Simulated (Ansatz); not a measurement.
Worked example: self-consistent single point of Sc₃SnB (P4mm, 5 atoms in the cell) in Ansatz (a first-principles code).

Level of theory: PBEsol, default PAW files made with PBE (plane waves; Ansatz).

The change in words: lattice scaled by 0.98; kpoints.mp_grid.grid: 7 7 7 → 10 10 10. Reference geometry:
```
CELL_PARAMETERS angstrom
      4.64001     0.00000     0.00000
      0.00000     4.64001     0.00000
      0.00000     0.00000     4.64001
ATOMIC_POSITIONS crystal
  Sc 0.50000 0.00000 0.50000
  Sc 0.01078 0.50000 0.50000
  Sc 0.50000 0.50000 0.00000
  Sn 0.00000 0.00000 0.00000
  B  0.50000 0.50000 0.50000
```

Reference input (self-consistent single point, DFT, PBEsol, plane waves, default PAW files made with PBE): basis.ecutwfc = 420 eV; kpoints.mp_grid.grid = 7 7 7; hamiltonian.xc = pbesol; hamiltonian.pseudopotentials = {kind: paw} (the program's default PAW files); scf.occupations.method = fermi_dirac; scf.occupations.width = 0.1 eV. This run's input differs from it in these lines:

Ansatz 0.2 input:
```diff
@@ -3,5 +3,5 @@
   lattice:
-    - [4.64000800, 0.00000000, 0.00000000]
-    - [0.00000000, 4.64000800, 0.00000000]
-    - [0.00000000, 0.00000000, 4.64000800]
+    - [4.54720800, 0.00000000, 0.00000000]
+    - [0.00000000, 4.54720800, 0.00000000]
+    - [0.00000000, 0.00000000, 4.54720800]
   atoms:
@@ -16,3 +16,3 @@
   mp_grid:
-    grid: [7, 7, 7]
+    grid: [10, 10, 10]
 hamiltonian:
```

The program printed (abridged):

```
SCF iter   1: F=—  HF=-12439.736975 eV  |F-HF|=—  |Δ(HF+E_count)|=         —  Δρ=4.91e-3  dr2=3.50e-2  ethr=1.77e-3  ⟨swp⟩=5.5  Hψ=16201  notcnv=0
all-band conjugate gradients solve this SCF's bands
preconditioner: auto → Kerker (q_TF=auto, 2.456 Å⁻¹)
SCF iter   2: F=—  HF=-12439.728730 eV  |F-HF|=—  |Δ(HF+E_count)|=   8.25e-3  Δρ=2.19e-3  dr2=6.69e-3  ethr=7.00e-5  ⟨swp⟩=2.0  Hψ=5635  notcnv=0
SCF iter   3: F=—  HF=-12439.726964 eV  |F-HF|=—  |Δ(HF+E_count)|=   1.77e-3  Δρ=3.70e-4  dr2=1.47e-4  ethr=1.34e-5  ⟨swp⟩=2.1  Hψ=4893  notcnv=0
SCF iter   4: F=—  HF=-12439.726943 eV  |F-HF|=—  |Δ(HF+E_count)|=   2.02e-5  Δρ=1.06e-4  dr2=1.22e-5  ethr=2.94e-7  ⟨swp⟩=2.0  Hψ=4732  notcnv=0
SCF iter   5: F=—  HF=-12439.726825 eV  |F-HF|=—  |Δ(HF+E_count)|=   1.19e-4  Δρ=3.15e-5  dr2=1.29e-6  ethr=2.45e-8  ⟨swp⟩=2.8  Hψ=6793  notcnv=0
SCF iter   6: F=—  HF=-12439.726825 eV  |F-HF|=—  |Δ(HF+E_count)|=   2.50e-7  Δρ=1.14e-5  dr2=1.67e-7  ethr=2.58e-9  ⟨swp⟩=2.0  Hψ=4961  notcnv=0
SCF iter   7: F=-12439.726825 eV  HF=-12439.726825 eV  |F-HF|=8.51e-9  |Δ(HF+E_count)|=   2.69e-8  Δρ=3.62e-6  dr2=1.55e-8  ethr=2.00e-10  ⟨swp⟩=5.8  Hψ=13986  notcnv=0
SCF 1 converged in 7 iterations: F = -12439.726825 eV  dr2 = 1.55e-8
Free energy (F): -12439.726825 eV
Internal energy: -12439.676505 eV  (E = F + TS)
E sigma→0 (E₀):  -12439.701665 eV
Entropy (-TS):   -0.050319 eV (-10.064 meV/atom)
Fermi energy:    10.982577 eV
--- Forces (eV/Å), atoms counted from 1 ---
  atom   1  Sc     0.12414145    -0.00000000     0.00000000
  atom   2  Sc    -0.61288673     0.00000000     0.00000000
  atom   3  Sc     0.12414145    -0.00000000     0.00000000
  atom   4  Sn     0.02778615     0.00000000     0.00000000
  atom   5  B      0.33682469    -0.00000000     0.00000000
--- Stress (GPa, compression-positive) ---
        3.618274      -0.000000       0.000000
       -0.000000       3.448995       0.000000
        0.000000       0.000000       3.448995
  P = ⅓ Tr σ = 3.5054 GPa (35.054 kbar)
  The stress holds the Pulay correction. Without it, at fixed plane waves, as pw.x and ABINIT print it: P = 3.4669 GPa
```

The run converged in 7 iterations. Against the reference run the free energy rises by 4.8 meV/atom, the pressure goes from -2.01 to 3.51 GPa and the largest force goes from 0.507 to 0.613 eV/Å.

The starting cell comes from a database of computed structures (which also holds hypothetical and non-ambient phases and stackings), without a prior relaxation at this level. Its lattice was rescaled by up to half a per cent. One atom was moved a little off its site on purpose. For this run, on top of that: lattice scaled by 0.98. With a pressure of about 4 GPa the cell is away from its equilibrium volume at this level. Ansatz's pressure includes its estimate of the finite-basis (Pulay) stress.

Cost on one core of a shared machine: roughly 30 s.
